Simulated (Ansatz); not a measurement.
SnS2 (P6₃mc, No. 186; cell taken from a computed entry) was calculated with PBE0 (PAW; Ansatz, an electronic-structure program).

Numerical settings: plane-wave cutoff 500 eV, 12×12×2 k mesh (along the axes of the cell as run), gaussian smearing 0.02 eV, scalar-relativistic PAW data made under PBE.

Cell (relaxed with PBEsol):

```
SnS2
1.0
    3.65091     0.00000     0.00000
   -1.82546     3.16178     0.00000
    0.00000     0.00000    12.15912
Sn S
2 4
Direct
  0.33333   0.66667   0.62502
  0.66667   0.33333   0.12502
  0.66667   0.33333   0.74619
  0.33333   0.66667   0.24619
  0.00000   0.00000   0.00379
  0.00000   0.00000   0.50379
```

Problem. What does this level give for the band gap?

Solution. 
- band gap: 2.86 eV (on the SCF k mesh)

Note: cell and atoms aren't relaxed at this level (pressure -0.4 GPa); the cell has widely spaced layers and the level no dispersion term, so their spacing and the moduli can rest on weak binding.

Spin–orbit coupling is not included.

It cost around 19 core-minutes (rough) of CPU time.
